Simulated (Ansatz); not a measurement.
The starting structures come from a database of crystals and need not be the phases stable at ambient conditions.

 Where the default PAW files enter, the runs use the earlier of Ansatz's two default sets.

Inside the gap of an insulator the Bloch states are evanescent, with a wavenumber k + iκ along the transport direction.

Data:

```xyz
19
Lattice="5.7738 0.0000 0.0000 -2.0871 6.5625 0.0000 1.7706 1.2777 5.0617" Properties=species:S:1:pos:R:3 pbc="T T T"
Ca     0.7601     5.4291     1.7625
Ca     4.6973     2.4111     3.2992
Mg     0.0000     0.0000     0.0000
H      1.3971     3.7008     4.3216
H      4.0603     4.1394     0.7400
H      4.2664     2.1784     0.4070
H      1.1910     5.6617     4.6547
P      2.0285     2.0282     1.7043
P      3.4288     5.8120     3.3574
O      6.5568     3.0107     4.7154
O     -1.0995     4.8294     0.3462
O      3.0686     6.5950     2.0424
O      2.3887     1.2451     3.0193
O      3.6053     6.8640     4.5094
O      1.8521     0.9761     0.5522
O      4.6618     4.9095     3.2035
O      0.7956     2.9306     1.8581
O      2.1446     4.9665     3.6555
O      3.3128     2.8736     1.4061
```

Space group of this cell: P-1. The cell is taken as given; by r2SCAN its mean pressure is -5.0 GPa.

Transport runs along the normal of the first two printed cell vectors.

No gap correction and no spin-orbit coupling; mid-gap values are interpolated between computed energies.

### Question
Compute, with Ansatz (a first-principles code) with r2SCAN, the band gap and the smallest decay constant κ at mid-gap.

### Answer
Gap 6.06 eV on a 6×6×6 mesh; κ = 0.463 1/Å, at the zone centre.
